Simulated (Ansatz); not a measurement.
The reference is BaTiO$_{3}$ (space group R3m, No. 160; a = 5.680 Å, c = 6.995 Å (hexagonal axes)). Axes: x lies along a and z along c of the hexagonal cell.

Level of theory: Ansatz (a program for electronic structure) r2SCAN, spin-orbit coupling left out, earlier PAW set.

One thing is altered: the cell is scaled by 1.0113 in all directions; the atoms relax in the strained cell.

Predict the stress tensor and what it implies for the stiffness.

Stress of the strained cell less that of the base (GPa, compression positive):
```
  -3.72    0.00    0.00
   0.00   -3.72    0.00
   0.00    0.00   -3.06
```

Then B = −ΔP/(ΔV/V₀) with ΔV/V₀ = 0.0343 gives secant stiffness values (nonlinear terms included at this strain): B (at held cell shape, above the free-shape value) ≈ 102 GPa.

As a check, the harmonic strain energy −½ V₀ Δσ:ε is 4.8 meV/atom; the computed energy rise is 5.1 meV/atom.

Stability against distortions was not tested. All final runs are without spin polarisation. This is not the structure that BaTiO3 has at room temperature and ambient pressure.
